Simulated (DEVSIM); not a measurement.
System: abrupt InP n-p junction, at 300 K.

Layer 1 from the left is InP, thickness (μm) 1.40, Nd (cm⁻³) 1.1e16, τn (s) 2e-9, τp (s) 2e-9. Layer 2 from the left is InP, thickness (μm) 120, Na (cm⁻³) 1e16, τn (s) 2e-9, τp (s) 2e-9.

Left contact: ohmic. Right contact: ohmic. Voltage is applied to the left contact. Recombination: SRH at mid-gap, radiative. Mobility is constant in doping.

Constants are typed, rounded textbook-type inputs, not results; the design itself was drawn at random and stands for no fabricated device. Values at 300 K.

InP: gap (eV) 1.344, affinity (eV) 4.38, permittivity 12.5, Nc (cm⁻³) 5.7e17, Nv (cm⁻³) 1.1e19, μn (cm²/Vs) 5200, μp (cm²/Vs) 170, B (cm³/s) 1.2e-10.

Problem. Estimate by hand the built-in potential, the peak field at zero bias, the capacitance at 6 V, and compare with a numerical solution.

Solution. 
- Built-in potential: ni = √(Nc Nv) exp(−Eg/2kT) = 1.29e7 cm⁻³ with Eg = 1.344 eV; Vbi = kT/q ln(Na Nd/ni²) = 1.061 V; numerical 1.061 V.
- Peak field at zero bias: depletion approximation: W = √(2εVbi/(qN)) = 0.529 μm with N = 5.24e15 cm⁻³; field = 2Vbi/W = 40100 V/cm; numerical 39100 V/cm (estimate above by 2.5 %).
- Capacitance at 6 V: C = √(qεN / 2(Vbi + |V|)) = 8.11 nF/cm²; numerical 8.14 nF/cm².

Model (solved in DEVSIM): 1D drift-diffusion, Boltzmann statistics, complete ionisation; no tunnelling, impact ionisation, image-force lowering or self-heating.
